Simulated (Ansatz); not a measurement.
Input and output of a zone-centre phonon calculation for NaHg3 (Pm-3m, 4 atoms in the cell) (Ansatz, an electronic-structure program).

Computed with LDA (PW92), PAW files made with PBE (plane waves; Ansatz).

```yaml
crystal:
  lattice:
    - [4.64063, 0.00000, 0.00000]
    - [0.00000, 4.64063, 0.00000]
    - [0.00000, 0.00000, 4.64063]
  atoms:
    - { symbol: Na, position: [0.00000, 0.00000, 0.00000] }
    - { symbol: Hg, position: [0.00000, 0.50000, 0.50000] }
    - { symbol: Hg, position: [0.50000, 0.00000, 0.50000] }
    - { symbol: Hg, position: [0.50000, 0.50000, 0.00000] }
```

Reference input (self-consistent single point, DFT, LDA (PW92), plane waves, PAW files made with PBE): kpoints.mp_grid.grid = 10 10 10; hamiltonian.xc = lda; hamiltonian.pseudopotentials = {kind: paw} (the program's default PAW files); scf.occupations.method = gaussian; scf.occupations.width = 0.2 eV. This run's input differs from it in these lines:

```diff
@@ -17,6 +17,4 @@
   occupations: { method: gaussian, width: 0.2 eV }
-output:
-  forces: true
-  eigenvalues: true
-  stress: true
+phonons:
+  method: dfpt
```

Output, abridged:

```
SCF iter   1: F=—  HF=-42040.813161 eV  |F-HF|=—  |Δ(HF+E_count)|=         —  Δρ=4.81e-2  dr2=3.58e0  ethr=3.10e-3  ⟨swp⟩=6.3  Hψ=31893  notcnv=0
all-band conjugate gradients solve this SCF's bands
preconditioner: auto → Kerker (q_TF=auto, 2.565 Å⁻¹)
SCF iter   2: F=—  HF=-42039.925371 eV  |F-HF|=—  |Δ(HF+E_count)|=   8.88e-1  Δρ=2.25e-2  dr2=1.16e0  ethr=3.10e-3  ⟨swp⟩=2.1  Hψ=16722  notcnv=0  defer=411
   [... lines left out ...]
SCF iter  11: F=—  HF=-42039.419307 eV  |F-HF|=—  |Δ(HF+E_count)|=  5.89e-10  Δρ=4.03e-7  dr2=2.04e-10  ethr=2.20e-12  ⟨swp⟩=2.0  Hψ=10243  notcnv=0  defer=414
SCF iter  12: F=—  HF=-42039.419307 eV  |F-HF|=—  |Δ(HF+E_count)|=    0.00e0  Δρ=1.62e-7  dr2=2.87e-11  ethr=1.00e-12  ⟨swp⟩=2.7  Hψ=14089  notcnv=0  defer=414
SCF iter  13: F=-42039.419307 eV  HF=-42039.419307 eV  |F-HF|=2.18e-11  |Δ(HF+E_count)|=    0.00e0  Δρ=4.28e-8  dr2=3.36e-12  ethr=1.00e-12  ⟨swp⟩=11.8  Hψ=47179  notcnv=0
SCF 1 converged in 13 iterations: F = -42039.419307 eV  dr2 = 3.36e-12
DFPT response loops at Γ: preconditioner auto → Kerker (q_TF=auto, 2.565 Å⁻¹) (partly filled bands, converged f_vac=0.000) …
the response loops of the zone centre start from zero, take more passes and end by a threshold …
Free energy (F): -42039.419307 eV
Internal energy: -42039.394634 eV  (E = F + TS)
E sigma→0 (E₀):  -42039.406971 eV
Entropy (-TS):   -0.024673 eV (-6.168 meV/atom)
Fermi energy:    10.885118 eV
   [... lines left out ...]
  ASR residual: 7.706e-5 → 0.000e0 eV/Å²; symmetrization residual: 2.718e-5 eV/Å²
  ASR residual per site (eV/Å²): 6.42e-5 7.71e-5 7.71e-5 7.71e-5
  Γ frequencies (cm⁻¹): 0.00 0.00 0.00 29.10 29.10 29.10 38.57 38.57 38.57 118.69 118.69 118.69
  non-analytic LO–TO correction: not included (Born effective charges unavailable; polar crystals: no LO–TO splitting at Γ)
```

The run converged in 13 iterations. 

Summary of the result:
```
Property                                                                                          Result
--------------------------------------------------------  ----------------------------------------------
Free energy E − TS (on the zero of these files)                                           -42039.4193 eV
Fermi level (on the code's own zero)                                                            10.89 eV
Zone-centre frequencies (cm⁻¹; negative means imaginary)  0, 0, 0, 29, 29, 29, 39, 39, 39, 119, 119, 119
```

The starting cell comes from a database of computed structures (which also holds hypothetical and non-ambient phases and stackings), without a prior relaxation at this level.

Cost on one core of a shared machine: roughly 4 min.

Keys are those of Ansatz 0.2.
